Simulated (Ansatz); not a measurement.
A self-consistent single point of SrMg6Ni (P1, 8 atoms in the cell) with Ansatz (a program for electronic structure).

Method of the run: PBEsol, harder PAW files (source: ansatz) made with PBE (plane waves; Ansatz).

```
SrMg6Ni
1.0
    4.96614     0.00000     0.00000
    0.00000     3.01756     6.58981
    0.00000    -3.01756     6.58981
Sr Mg Ni
1 6 1
Cartesian
  2.49133   0.01701   9.21058
  2.47460   1.49813   5.83223
  2.47702  -1.48072   5.84580
  0.00116   1.56983   7.58936
  0.01624  -1.60676   7.62127
  0.00805   0.02807   3.85180
  0.01227  -0.02945  11.43325
  2.45161   0.00389   1.33404
```

Reference input (self-consistent single point, DFT, PBEsol, plane waves, harder PAW files (source: ansatz) made with PBE): basis.ecutwfc = 67.6 Ry; kpoints.mp_grid.grid = 5 4 4; hamiltonian.xc = pbesol; hamiltonian.pseudopotentials = {kind: paw, source: ansatz}; scf.occupations.method = gaussian; scf.occupations.width = 0.02 Ry. This run's input differs from it in these lines:

Ansatz 0.2 input:
```diff
@@ -16,3 +16,3 @@
 basis:
-  ecutwfc: 67.6 Ry
+  ecutwfc: 40.4 Ry
 kpoints:
```

Output (repeated stretches shortened):

```
SCF iter   1: F=—  HF=-20771.568574 eV  |F-HF|=—  |Δ(HF+E_count)|=         —  Δρ=1.82e-1  dr2=8.15e1  ethr=3.10e-3  ⟨swp⟩=9.6  Hψ=9653  notcnv=0
all-band conjugate gradients solve this SCF's bands
preconditioner: auto → Kerker (q_TF=auto, 2.384 Å⁻¹)
SCF iter   2: F=—  HF=-20769.446922 eV  |F-HF|=—  |Δ(HF+E_count)|=    2.12e0  Δρ=8.04e-2  dr2=1.48e1  ethr=3.10e-3  ⟨swp⟩=2.3  Hψ=3151  notcnv=0  defer=42
   [... lines left out ...]
SCF iter   7: F=—  HF=-20768.696477 eV  |F-HF|=—  |Δ(HF+E_count)|=   2.81e-4  Δρ=3.36e-4  dr2=3.51e-4  ethr=4.05e-6  ⟨swp⟩=1.5  Hψ=2218  notcnv=0  defer=43
SCF iter   8: F=—  HF=-20768.696461 eV  |F-HF|=—  |Δ(HF+E_count)|=   1.56e-5  Δρ=1.26e-4  dr2=4.50e-5  ethr=3.99e-7  ⟨swp⟩=1.7  Hψ=2254  notcnv=0  defer=43
SCF iter   9: F=—  HF=-20768.696441 eV  |F-HF|=—  |Δ(HF+E_count)|=   2.04e-5  Δρ=5.96e-5  dr2=1.07e-5  ethr=5.11e-8  ⟨swp⟩=1.3  Hψ=2239  notcnv=0  defer=46
SCF iter  10: F=-20768.696440 eV  HF=-20768.696440 eV  |F-HF|=5.38e-8  |Δ(HF+E_count)|=   5.38e-7  Δρ=5.21e-6  dr2=6.16e-8  ethr=1.14e-10  ⟨swp⟩=13.3  Hψ=11686  notcnv=0
SCF 1 converged in 10 iterations: F = -20768.696440 eV  dr2 = 6.16e-8
Free energy (F): -20768.696440 eV
Internal energy: -20768.490697 eV  (E = F + TS)
E sigma→0 (E₀):  -20768.593569 eV
Entropy (-TS):   -0.205743 eV (-25.718 meV/atom)
Fermi energy:    6.033987 eV
--- Forces (eV/Å), atoms counted from 1 ---
  atom   1  Sr    -0.00966327    -0.00687613    -0.03780108
  atom   2  Mg     0.04573291    -0.00278626     0.00230040
  atom   3  Mg     0.05713281    -0.01671089    -0.01310592
  atom   4  Mg    -0.01738118     0.01690312     0.11248730
  atom   5  Mg    -0.06171100     0.00787038     0.06381125
  atom   6  Mg     0.00962923    -0.11095370    -0.04435887
  atom   7  Mg    -0.05059340     0.12684775    -0.05154257
  atom   8  Ni     0.02684533    -0.01429557    -0.03183802
--- Stress (GPa, compression-positive) ---
       -1.117212       0.012776      -0.021278
        0.012776      -1.498159      -0.153184
       -0.021278      -0.153184      -0.439957
  P = ⅓ Tr σ = -1.0184 GPa (-10.184 kbar)
  The stress holds the Pulay correction. Without it, at fixed plane waves, as pw.x and ABINIT print it: P = -5.5675 GPa
```

The run converged in 10 iterations. Against the reference run the free energy goes up by 95.8 meV/atom, the pressure moves little (-1.03 to -1.02 GPa) and the largest force stays at 0.146 eV/Å.

The starting cell comes from a database of computed structures (which also holds hypothetical and non-ambient phases and stackings), without a prior relaxation at this level. Its atoms were displaced at random from the sites of space group no. 38. Spin polarisation is off. Ansatz's pressure includes its estimate of the finite-basis (Pulay) stress. Without the estimate this run gives -5.57 GPa. The cutoff lies below the one recommended for these files.

Cost on one core of a shared machine: roughly 40 s.
